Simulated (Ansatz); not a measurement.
HfGeO₃ (model structure, started from the PbTiO3 type, P4mm, No. 99, 5 atoms in the cell), treated with PBEsol+SOC (PAW; Ansatz, an electronic-structure program).

Run with plane-wave cutoff 520 eV, 8×8×8 k mesh, Fermi–Dirac smearing 0.01 eV, PAW data made under PBE.

Cell (relaxed with PBEsol):

```xyz
5
Lattice="3.9959 0.0000 0.0000 0.0000 3.9959 0.0000 0.0000 0.0000 4.2459" Properties=species:S:1:pos:R:3 pbc="T T T"
Hf     1.9980     1.9980     2.4164
Ge     0.0000     0.0000     0.8066
O      0.0000     1.9980     1.9330
O      1.9980     0.0000     1.9330
O      1.9980     1.9980     4.3333
```

### Question
Predict the band gap, smallest direct gap on the k points sampled and Γ–Γ gap.

### Answer

* **band gap**: 1.38 eV (indirect)
* **smallest direct gap on the k points sampled**: 2.23 eV
* **Γ–Γ gap**: 3.57 eV

Note: the relaxation could raise the start's symmetry but not lower it, so the cell can be a saddle point; cell and atoms aren't relaxed at this level (largest force component 0.02 eV/Å).

Computed values are for the static lattice.

It cost roughly 100 core-seconds of CPU time.

A model structure was made by putting elements into a prototype or built by hand; it is no filed structure, need not be a known phase, and can be a saddle point held by its symmetry.
